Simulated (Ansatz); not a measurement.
Consider Hf in the hcp (Mg type) structure (space group P6_3/mmc, No. 194; a = 3.1581 Å, c = 5.0045 Å; relaxed with 0.1 eV smearing). Axes: x lies along a and z along c of the hexagonal cell.

All numbers come from PBEsol (Ansatz, a program for electronic structure, PAW, spin-orbit coupling left out).

The change: the cell is stretched by 2.00 % along z with no lateral relaxation, atoms relaxed at fixed cell.

Task: Predict the stress tensor and what it implies for the stiffness.

Result: Stress of the strained cell less that of the base (GPa, compression positive):
```
   -1.4     0.0     0.0
    0.0    -1.4     0.0
    0.0     0.0    -3.9
```

Then −Δσ_ii/ε with ε = 0.0200 gives secant stiffness values (nonlinear terms included at this strain): C33 ≈ 193 GPa, C13 ≈ 69 GPa and C23 ≈ 69 GPa.

As a check, the harmonic strain energy −½ V₀ Δσ:ε is 5.2 meV/atom; the computed energy rise is 5.3 meV/atom.

Stability against distortions was not tested. All final runs are without spin polarisation.
